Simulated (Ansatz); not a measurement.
The parent structure is AlN in the zinc blende structure (space group F-43m, No. 216).

AlN is taken in the cubic space group F-43m (No. 216), the zinc blende structure, Pearson symbol cF8. Lattice parameters: a = b = c = 4.370 Å, α = β = γ = 90.00°. N on 4c is coordinated by 4 Al at 1.892 Å (tetrahedral). Al on 4a is coordinated by 4 N at 1.892 Å (tetrahedral). (Neighbours: up to the widest gap in distance over summed covalent radii, below 1.35, at either atom; cation-cation and far metal-metal contacts left out.)
(The calculation used a cell of 2 atoms; values per cell refer to that cell.)

Computed with r2SCAN (Ansatz, a quantum-chemistry and plane-wave program), spin-orbit coupling left out.

Before the change:

The electron mass is 0.51 mₑ along k, 0.33 mₑ across (at X) and the band gap is 3.94 eV. The gap character is indirect, Γ → X.

It is then changed as follows: full substitution Al → Ga; the structure is relaxed again.

Task: How does this affect the electron mass?

Result: The electron mass becomes 0.17 mₑ (at Γ) (base: 0.51 mₑ along k, 0.33 mₑ across (at X)).

Task: Predict the new hole mass.

Result: The hole mass (degenerate bands, along [100]) amounts to 0.18, 0.86, 0.86 mₑ (at Γ).

Task: Predict the new band gap.

Result: The band gap drops by 1.77 eV, from 3.94 eV to 2.17 eV.

Task: Predict the new gap character.

Result: The gap character goes from indirect, Γ → X to direct at Γ.

Effective masses come from finite differences of ±0.01 Å⁻¹. Along k means along the line from Γ to the band edge. Stability against distortions was not tested. This is not the structure that GaN has at room temperature and ambient pressure. This is not the structure that AlN has at room temperature and ambient pressure.
